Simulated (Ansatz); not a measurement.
Levels about the gap of amorphous Si$_{24}$O$_{48}$Ag$_{3}$ (75 atoms in a cell of 1139 Å³, 2.57 g/cm³; zone centre alone, so wide bands show as single levels with stretches between that a denser mesh fills), at the geometry that PBE relaxed, where it gives -0.9 GPa on a denser mesh. The participation number counts the atoms over which a state spreads; weights are charges in smoothed Voronoi cells. The levels come from a single point, so bond lengths are those of that geometry. Method of the levels: r2SCAN, scalar-relativistic without spin-orbit coupling (Ansatz, a program for electronic structure). Sampling: the zone centre alone; Fermi-Dirac width 0.01 eV; collinear spin, started from moments on atoms (at the end a net moment of 1.0 μB). In the spin-polarised cell the level spacing at the Fermi energy can part levels of unlike spin. At PBE the levels at both edges of the gap are localised (band-tail or defect states), and the nearest spread-out levels lie 2.6 eV apart at the zone centre.

A CHGNet melt-quench gave the starting glass, which DFT then relaxed. O atoms were pushed apart under 1.9 Å during the dynamics, to hinder bonds among them. The hot cell started wider than the set density and was brought back towards it in steps. It is the lowest in DFT energy of 2 quenches. It is a model cell: composition and starting density were chosen by hand, and all elements were melted together. No dispersion term was used. Its density started from a set value of 2.57 and ended at 2.57 g/cm³. The quench (nominally 480 K/ps over its main leg) was far faster than any real one, so the model tends to hold more defects than a real film. A cell of this size samples the disorder only roughly. The volume was held where the preparation left it, at a PBE pressure of -0.9 GPa (tension). Stress components on the final sampling reach 3.5 GPa.

```json
[
 {"E - E(highest filled), eV": "-1.44", "filling": "filled", "spin": "up", "participation number": "4.1", "largest on": "Ag, 2 neighbours", "weight Ag": "0.54", "weight O": "0.44", "weight Si": "0.03"},
 {"E - E(highest filled), eV": "-1.43", "filling": "filled", "spin": "dn", "participation number": "4.0", "largest on": "Ag, 2 neighbours", "weight Ag": "0.53", "weight O": "0.44", "weight Si": "0.03"},
 {"E - E(highest filled), eV": "-1.17", "filling": "filled", "spin": "up", "participation number": "5.6", "largest on": "O, 3 neighbours", "weight Ag": "0.47", "weight O": "0.49", "weight Si": "0.04"},
 {"E - E(highest filled), eV": "-1.14", "filling": "filled", "spin": "dn", "participation number": "5.4", "largest on": "O, 3 neighbours", "weight Ag": "0.46", "weight O": "0.50", "weight Si": "0.03"},
 {"E - E(highest filled), eV": "-0.49", "filling": "filled", "spin": "up", "participation number": "8.6", "largest on": "Ag, 3 neighbours", "weight Ag": "0.30", "weight O": "0.40", "weight Si": "0.29"},
 {"E - E(highest filled), eV": "-0.34", "filling": "filled", "spin": "dn", "participation number": "5.9", "largest on": "Ag, 3 neighbours", "weight Ag": "0.45", "weight O": "0.35", "weight Si": "0.21"},
 {"E - E(highest filled), eV": "0.00", "filling": "filled", "spin": "up", "participation number": "4.8", "largest on": "Si, 3 neighbours", "weight Ag": "0.17", "weight O": "0.33", "weight Si": "0.50"},
 {"E - E(highest filled), eV": "2.16", "filling": "empty", "spin": "dn", "participation number": "8.9", "largest on": "Si, 3 neighbours", "weight Ag": "0.17", "weight O": "0.43", "weight Si": "0.40"},
 {"E - E(highest filled), eV": "2.54", "filling": "empty", "spin": "up", "participation number": "13.6", "largest on": "Ag, 3 neighbours", "weight Ag": "0.39", "weight O": "0.47", "weight Si": "0.14"},
 {"E - E(highest filled), eV": "2.80", "filling": "empty", "spin": "dn", "participation number": "10.5", "largest on": "Si, 3 neighbours", "weight Ag": "0.28", "weight O": "0.42", "weight Si": "0.30"},
 {"E - E(highest filled), eV": "3.07", "filling": "empty", "spin": "up", "participation number": "12.5", "largest on": "Ag, 3 neighbours", "weight Ag": "0.40", "weight O": "0.43", "weight Si": "0.17"},
 {"E - E(highest filled), eV": "3.09", "filling": "empty", "spin": "dn", "participation number": "13.2", "largest on": "Ag, 3 neighbours", "weight Ag": "0.40", "weight O": "0.44", "weight Si": "0.16"},
 {"E - E(highest filled), eV": "3.76", "filling": "empty", "spin": "up", "participation number": "16.5", "largest on": "Ag, 2 neighbours", "weight Ag": "0.20", "weight O": "0.53", "weight Si": "0.27"},
 {"E - E(highest filled), eV": "3.77", "filling": "empty", "spin": "dn", "participation number": "16.8", "largest on": "Ag, 2 neighbours", "weight Ag": "0.18", "weight O": "0.53", "weight Si": "0.29"}
]
```

Most localised among these is the filled level at -1.43 eV, on a Ag atom, which has 2 neighbours (O 2.07 Å, O 2.13 Å).
